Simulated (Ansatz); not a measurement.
## Converging the plane-wave cutoff: Ir3Rh (I4mm, 4 atoms in the cell)

```yaml
crystal:
  lattice:
    - [-1.92485, 1.92485, 3.85424]
    - [1.92485, -1.92485, 3.85424]
    - [1.92485, 1.92485, -3.85424]
  atoms:
    - { symbol: Ir, position: [0.75000, 0.25000, 0.50000] }
    - { symbol: Ir, position: [0.25000, 0.75000, 0.50000] }
    - { symbol: Ir, position: [0.50649, 0.50649, 0.00000] }
    - { symbol: Rh, position: [0.00000, 0.00000, 0.00000] }
```

Level of theory: PBEsol, default PAW files made with PBE (plane waves; Ansatz, a quantum-chemistry and plane-wave program).

Base settings: basis.ecutwfc = 420 eV; kpoints.mp_grid.grid = 8 8 8; hamiltonian.xc = pbesol; hamiltonian.pseudopotentials = {kind: paw} (the program's default PAW files); scf.occupations.method = fermi_dirac; scf.occupations.width = 0.1 eV.

The second cell is the first with its lattice scaled by 0.98.

The mesh stays at the base's, so the ladder's end is converged at best in this setting alone.

The first pressure column holds Ansatz's estimate of the finite-basis (Pulay) stress, which hides part of the cutoff error; the other is without it.

Only quantities that move along the ladder and can be compared are tabulated.

The count of work is k-points × plane waves × bands × iterations; it is no time. 

The starting cell comes from a database of computed structures (which also holds hypothetical and non-ambient phases and stackings), without a prior relaxation at this level. Its lattice was rescaled by up to half a per cent. One atom was moved a little off its site on purpose. Spin polarisation is off. In the base run, with a pressure of about -9 GPa the cell is away from its equilibrium volume at this level.

```tsv
basis.ecutwfc	free energy less the last step's (meV/atom)	energy of the compressed cell less the first (meV/atom)	pressure (GPa)	pressure without the Pulay estimate (GPa)	largest difference of a force vector from the last step's (eV/Å)	count of work / last
145 eV	52521.59	-708.50	-114.12	-1741.60	1.287	0.075
170 eV	26000.75	-682.26	-118.87	-1055.22	1.028	0.085
190 eV	14293.72	-187.67	-44.98	-675.44	1.219	0.10
210 eV	7480.12	-25.09	-11.91	-407.58	0.769	0.11
230 eV	3624.44	110.97	15.47	-230.79	0.105	0.12
250 eV	1601.39	70.24	-1.08	-123.57	0.146	0.12
295 eV	217.22	12.60	-8.88	-31.59	0.037	0.16
335 eV	28.71	8.94	-8.87	-12.80	0.002	0.19
380 eV	3.83	9.83	-8.74	-8.97	0.001	0.24
420 eV	2.55	9.80	-8.74	-8.81	0.001	0.27
460 eV	1.46	9.68	-8.76	-8.85	0.001	0.32
505 eV	0.59	9.60	-8.77	-8.81	0.000	0.35
565 eV	0.29	9.58	-8.77	-8.78	0.000	0.42
630 eV	0.18	9.57	-8.77	-8.78	0.000	0.50
735 eV	0.07	9.57	-8.77	-8.78	0.000	0.62
840 eV	0.04	9.57	-8.77	-8.78	0.000	0.74
1010 eV	0.00	9.57	-8.77	-8.77	0.000	1.0
```

Coarsest basis.ecutwfc that holds the pressure within 1 GPa of the last step, with all finer ones: 295 eV, at 0.16 of the last step's count of work; the step before is off by 7.7 GPa.

Coarsest basis.ecutwfc that holds the forces within 0.02 eV/Å of the last step, with all finer ones: 335 eV, at 0.19 of the last step's count of work; the step before is off by 0.037 eV/Å.

Coarsest basis.ecutwfc that holds the energy of the compressed cell less the first within 2 meV/atom of the last step, with all finer ones: 335 eV, at 0.19 of the last step's count of work; the step before is off by 3.0 meV/atom.

The energy difference between the two cells stays within 1 meV/atom of the last step's from 335 eV on, the total only from 505 eV on: much of the error is common to both cells and cancels.

At the lowest cutoff the pressure without the Pulay estimate lies 1730 GPa under the last step's, the usual sign of Pulay stress in an incomplete plane-wave basis.

Keys are those of Ansatz 0.2.
